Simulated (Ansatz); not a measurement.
The starting structures come from a database of crystals and need not be the phases stable at ambient conditions.

 Where the default PAW files enter, the runs use the earlier of Ansatz's two default sets.

The decay constant κ of evanescent states in the gap governs leakage through a thin film.

Consider the following.

```
CELL_PARAMETERS angstrom
      5.64750     0.00000     0.00000
      2.82375     6.32722     0.00000
      0.00000     2.52040     4.90228
ATOMIC_POSITIONS crystal
  Zn 0.75000 0.50000 0.25000
  Zn 0.00000 0.00000 0.00000
  Sn 0.25000 0.50000 0.75000
  Sn 0.50000 0.00000 0.50000
  P  0.87500 0.75000 0.35362
  P  0.10362 0.25000 0.12500
  P  0.37500 0.75000 0.89638
  P  0.64638 0.25000 0.62500
```

Space group of this cell: C2. The cell is strained (lengths along the current scaled by 0.97, ions clamped); by r2SCAN its mean pressure is 2.7 GPa.

Transport runs along the normal of the first two printed cell vectors.

No gap correction and no spin-orbit coupling; mid-gap values are interpolated between computed energies.

Predict the band gap and the smallest decay constant κ at mid-gap from r2SCAN (Ansatz, a program for electronic structure).

Gap 1.32 eV on a 6×6×6 mesh; κ = 0.091 1/Å, at the zone centre.
